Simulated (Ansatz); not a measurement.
For Ti₂Ga (P6₃/mmc, No. 194), LDA in Ansatz (plane waves, PAW) gives:

- lattice constant a = 4.434 Å
- lattice parameter c = 5.307 Å

### Question
What does r²SCAN (Ansatz, a quantum-chemistry and plane-wave program, plane waves, PAW) give for the same quantities?

### Answer

- lattice constant a: 4.506 Å (goes up by 1.6 %)
- lattice parameter c: 5.451 Å (increases by 2.7 %)

Changes are worked out from the printed values.

Unless a cell is named, each level is at its own relaxed cell (LDA 15.06, r²SCAN 15.98 Å³/atom).

The crystal itself was run without spin with LDA, r²SCAN; a magnetic state was not tried in these runs.

Ansatz's density-functional and Hartree–Fock values are scalar-relativistic unless marked +SOC, with PAW data made under PBE.
